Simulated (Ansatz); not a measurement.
The structure below was relaxed with r2SCAN (Ansatz, a program for electronic structure; PAW; 500 eV plane waves; spin-orbit coupling left out).

```xyz
8
Lattice="6.6699 -1.8661 0.0000 6.6699 1.8661 0.0000 -0.9405 0.0000 7.1686" Properties=species:S:1:pos:R:3 pbc="T T T"
Se     8.6559     0.0000     4.0110
As     2.4048     0.0000     0.4040
As    12.2083     0.0000     2.1653
Se     5.0625     0.0000     5.7705
Zn    13.3261     0.0000     0.0253
Zn     6.2407     0.0000     3.6258
Zn     2.6132     0.0000     5.4511
Zn     9.7964     0.0000     1.8447
```

Problem. Find the space group and the Wyckoff positions.

Solution. Space group Cm (No. 8); a = 13.340 Å, b = 3.732 Å, c = 7.230 Å, α = γ = 90.00°, β = 97.47°

| atom | site | symmetry | x | y | z |
|---|---|---|---|---|---|
| Se | 2a | m | 0.3117 | 0.0000 | 0.4405 |
| As | 2a | m | 0.3158 | 0.5000 | 0.9436 |
| As | 2a | m | 0.0635 | 0.0000 | 0.6979 |
| Se | 2a | m | 0.0637 | 0.5000 | 0.1950 |
| Zn | 2a | m | 0.0008 | 0.0000 | 0.9965 |
| Zn | 2a | m | 0.4965 | 0.0000 | 0.4942 |
| Zn | 2a | m | 0.2505 | 0.5000 | 0.2396 |
| Zn | 2a | m | 0.2475 | 0.0000 | 0.7427 |

Problem. Describe the coordination.

Solution. The crystal has 16 atoms in its conventional cell. Conventional cell: a = 13.340 Å, b = 3.732 Å, c = 7.230 Å, α = 90.00°, β = 97.47°, γ = 90.00°. Se1 has 4 Zn at 2.439–2.448 Å (tetrahedral). As1 is surrounded by 4 Zn at 2.413–2.466 Å (tetrahedral). As2 has 4 Zn at 2.414–2.472 Å (tetrahedral). Se2 has 4 Zn at 2.436–2.470 Å (tetrahedral). Zn1 sees 2 As at 2.414–2.448 Å and 2 Se at 2.436 Å (tetrahedral). Zn2 is coordinated by 2 Se at 2.446 Å and 2 As at 2.472 Å (tetrahedral). Zn3 is coordinated by 1 As at 2.413 Å and 3 Se at 2.439–2.470 Å (tetrahedral). Zn4 sees 3 As at 2.433–2.466 Å and 1 Se at 2.448 Å (tetrahedral). (Neighbours: up to the widest gap in distance over summed covalent radii, below 1.35, at either atom; cation-cation and far metal-metal contacts left out.)

These are small ordered cells, not random alloys; other orderings at the same x differ. Stability against distortions was not tested. The final runs are not spin-polarised. The cell was made from ZnSe by this change: x(As) = 0.5, 8 atoms, Cm.
